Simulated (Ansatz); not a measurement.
Start from BP in the zinc blende structure (space group F-43m, No. 216; a = 4.491 Å). Axes: x, y, z lie along the cube axes.

Level of theory: DFT with LDA, PAW potentials and a 420 eV plane-wave cutoff in Ansatz (an electronic-structure program), no SOC.

The change: an isotropic linear strain of +1.00 %; the atoms relax in the strained cell.

**Question.** Predict the stress tensor and what it implies for the stiffness.

**Answer.** Stress of the strained cell less that of the base (GPa, compression positive):
```
  -4.96    0.00    0.00
   0.00   -4.96    0.00
   0.00    0.00   -4.96
```

Then B = −ΔP/(ΔV/V₀) with ΔV/V₀ = 0.0303 gives secant stiffness values (nonlinear terms included at this strain): B ≈ 164 GPa.

As a check, the harmonic strain energy −½ V₀ Δσ:ε is 5.3 meV/atom; the computed energy rise is 5.4 meV/atom.

Stability against distortions was not tested.
